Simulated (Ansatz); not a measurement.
**Pressure series in Rh**

Base system: Rh in the fcc (Cu type) structure (space group Fm-3m, No. 225; a = 3.754 Å).

Cell and atoms are relaxed at each pressure.

Computed with LDA (Ansatz, a quantum-chemistry and plane-wave program, PAW, no spin-orbit coupling).

```json
[
 {"P (GPa)": "-2.00", "V (Å³/atom)": "13.308"},
 {"P (GPa)": "-1.00", "V (Å³/atom)": "13.265"},
 {"P (GPa)": "0.89", "V (Å³/atom)": "13.186"},
 {"P (GPa)": "2.09", "V (Å³/atom)": "13.137"},
 {"P (GPa)": "4.50", "V (Å³/atom)": "13.043"},
 {"P (GPa)": "8.99", "V (Å³/atom)": "12.877"},
 {"P (GPa)": "14.99", "V (Å³/atom)": "12.674"},
 {"P (GPa)": "22.49", "V (Å³/atom)": "12.444"},
 {"P (GPa)": "29.99", "V (Å³/atom)": "12.235"}
]
```

Problem. Fit a third-order Birch–Murnaghan equation of state.

Solution. Least squares on P(V) = (3B₀/2)[(V₀/V)^(7/3) − (V₀/V)^(5/3)]·[1 + (3/4)(B₀′ − 4)((V₀/V)^(2/3) − 1)] gives V₀ = 13.22 Å³/atom, B₀ = 318 GPa and B₀′ = 5.0.

Measured bulk modulus of Rh: 271 GPa (static lattice; corrected from measurement; as listed in H. Levämäki et al., Physical Review B (2014)); the computed value is 17 % above it.

Load acts through the strain it causes; cell and atoms are relaxed under it. Whether these cells are dynamically stable was not tested. Competing high-pressure phases were not computed. The final runs are not spin-polarised.
